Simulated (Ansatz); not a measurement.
**Effect of Mg on a Si site, symmetric start on SiC**

Base system: a 24-atom supercell of SiC in the zinc blende structure (space group F-43m, No. 216; a = 4.357 Å) at its relaxed geometry.

It is then changed as follows: a neutral Mg on a Si site, symmetric start, atoms relaxed at fixed cell.

Calculations: PBEsol (Ansatz, a program for electronic structure, PAW, spin-orbit coupling left out). Settings: 5×3×5 k-points, 0.01 eV Fermi–Dirac smearing.

The gap of the supercell changes from 1.24 eV to zero and the total moment of the cell is 0.2 μB. The energy gained by relaxation comes out as 1.67 eV and the largest displacement of a host atom from its site in the perfect cell is 0.21 Å.

Final structure:

```yaml
crystal:
  lattice:
    - [0.00000, 4.35679, 4.35679]
    - [4.35679, -4.35679, 4.35679]
    - [4.35679, 4.35679, 0.00000]
  atoms:
    - { symbol: C, position: [0.49911, 0.24996, 0.49911] }
    - { symbol: C, position: [0.49911, 0.24996, 0.00177] }
    - { symbol: C, position: [0.66667, 0.57124, 0.66667] }
    - { symbol: C, position: [0.66251, 0.58681, 0.16875] }
    - { symbol: C, position: [0.81568, 0.90504, 0.81568] }
    - { symbol: C, position: [0.81568, 0.90504, 0.36865] }
    - { symbol: C, position: [0.00177, 0.24996, 0.49911] }
    - { symbol: C, position: [0.00000, 0.27772, 0.00000] }
    - { symbol: C, position: [0.16875, 0.58681, 0.66251] }
    - { symbol: C, position: [0.16875, 0.58681, 0.16875] }
    - { symbol: C, position: [0.36865, 0.90504, 0.81568] }
    - { symbol: C, position: [0.33333, 0.91864, 0.33333] }
    - { symbol: Mg, position: [0.00000, 0.00613, 0.00000] }
    - { symbol: Si, position: [0.00332, 0.00289, 0.49834] }
    - { symbol: Si, position: [0.16633, 0.33674, 0.16633] }
    - { symbol: Si, position: [0.16633, 0.33674, 0.66735] }
    - { symbol: Si, position: [0.33333, 0.67077, 0.33333] }
    - { symbol: Si, position: [0.33672, 0.66151, 0.83164] }
    - { symbol: Si, position: [0.49834, 0.00289, 0.00332] }
    - { symbol: Si, position: [0.49834, 0.00289, 0.49834] }
    - { symbol: Si, position: [0.66735, 0.33674, 0.16633] }
    - { symbol: Si, position: [0.66667, 0.32664, 0.66667] }
    - { symbol: Si, position: [0.83164, 0.66151, 0.33672] }
    - { symbol: Si, position: [0.83164, 0.66151, 0.83164] }
```

Cost of the whole job for the changed cell (relaxation, final SCF and bands): very roughly 6 core-minutes.

Other magnetic orders, which the real material may have, were not ruled out. In so small a cell the defect repeats every few ångströms: this is an ordered compound, not a dilute defect. A case with no gap was solved on a k-mesh chosen for an insulator, which is coarse for it. The defect started on the symmetric site and kept its symmetry, so it may sit on a saddle. Seeded moments were not kept for Mg on a Si site. The defect cell is spin-polarised and ends with 0.2 μB, a fractional moment that hangs on the mesh and smearing.
